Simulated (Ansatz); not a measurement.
```xyz
6
Lattice="-3.2946 3.7477 3.5395 3.2946 -3.7477 3.5395 3.2946 3.7477 -3.5395" Properties=species:S:1:pos:R:3 pbc="T T T"
Br     1.6541     2.6628     0.0000
Br    -1.6541     2.6628     3.5395
Br     4.9487     1.0849     0.0000
Br     1.6404     1.0849     3.5395
Si     0.0000     0.0000     1.7697
Si     0.0000     0.0000     5.3092
```

No spin polarisation.

All numbers come from PBEsol/PAW in Ansatz (a first-principles code), spin-orbit coupling left out. Γ-centred 7×7×7 mesh, Fermi–Dirac width 0.05 eV.

Problem. Predict the band gap and hole mass.

Solution. The band gap is 1.44 eV and the hole mass is 0.66 mₑ along a, 1.7 mₑ along b, 0.21 mₑ along c (at X).

Masses are band curvatures over ±0.01 Å⁻¹ around the edge. Stability against distortions was not tested. The cell was made from SiSe2 by this change: Se → Br; the result is a hypothetical phase, not in the database extracts checked. No dispersion term is included in the PBEsol runs.
